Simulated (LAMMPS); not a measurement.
LAMMPS 22 Jul 2025, classical MD, MEAM (library.meam): Si, 32768 atoms.

| Item | Value |
|---|---|
| task | MD, nve |
| potential | MEAM, library.meam |
| copies of the repeat unit | 16×16×16 |
| shape (slab and sphere leave vacuum in the box) | bulk |
| temperature | 800 K |
| steps | 300 |
| timestep | 1 fs |
| neighbor skin | 2 Å |
| neigh_modify | every 1 delay 0 check yes |
| thermo | 100 |
| newton | on (default) |
| atom_modify sort (bins of 2 Å where set) | 1000 (default) |
| comm_style | brick (default) |
| box | 86.9 × 86.9 × 86.9 Å |
| start | generated diamond lattice, warmed in an untimed run |
| compared values | energy and forces of the first step, drift over the run |

It runs on a single node (Arm Neoverse V2, 96 cores on 1 socket, no SMT, 1 L3 cache group).

Times are wall-clock medians of two to five runs, from launch to exit, with nothing else on the machine. Unless noted, each process is bound to its own block of adjacent cores. Build: PyPI wheel: MPICH, OPENMP and OPT packages. Other compilers and libraries give other times. Scratch files lie in a memory file system. A preparatory run goes ahead and isn't timed.

Started as
```bash
# ahead of the timed run: OMP_NUM_THREADS=1 mpirun -np 48 lmp -in in.warm -log none -nocite
OMP_NUM_THREADS=1 mpirun -np 32 lmp -in in.lmp -log log.lammps -nocite
```
(32 ranks, skin = 2 Å) it takes 0.86 s and 0 neighbour list builds.

Question: Estimate the wall time with skin = 4 Å.

Answer: About 1.2 s (3 runs within 1 %): 1.4× as long. List entries an atom go from 43 to 107, Neigh from 0 to 0 s and Pair from 0.66 to 0.96 s. Change in the result: energy equal as printed, forces on 48 atoms equal as printed, drift of the total energy equal as printed.
